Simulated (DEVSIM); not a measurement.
Structure: Ni/HfO2/p-Si capacitor, at 300 K.

Layer 1 from the left is HfO2, thickness (nm) 5.30. Layer 2 from the left is Si, thickness (nm) 710, Na (cm⁻³) 6.5e17.

Metal gate on the left, work function 5.1 eV. Fixed charge at the semiconductor interface 8.7e12 cm⁻² (in units of +e); no interface traps.

This is a model device: material constants are rounded textbook-type values typed into the input, and sizes, dopings and lifetimes were drawn at random. Values at 300 K.

HfO2: gap (eV) 5.7, affinity (eV) 2.5, permittivity 22. Si: gap (eV) 1.124, affinity (eV) 4.05, permittivity 11.7, Nc (cm⁻³) 2.86e19, Nv (cm⁻³) 3.1e19.

Simulated with DEVSIM: 1D Poisson equation in equilibrium, Boltzmann statistics, complete ionisation; no quantum confinement or tunnelling. Metal contacts follow the ideal Schottky-Mott rule: no Fermi-level pinning, no interface dipoles.

Problem. What does the simulation give for the flat-band voltage, the threshold voltage (band bending 2φF), the minimum of the low-frequency capacitance?

Solution. flat-band voltage -0.35 V; threshold voltage (band bending 2φF) 0.69 V; minimum of the low-frequency capacitance 0.249 μF/cm².
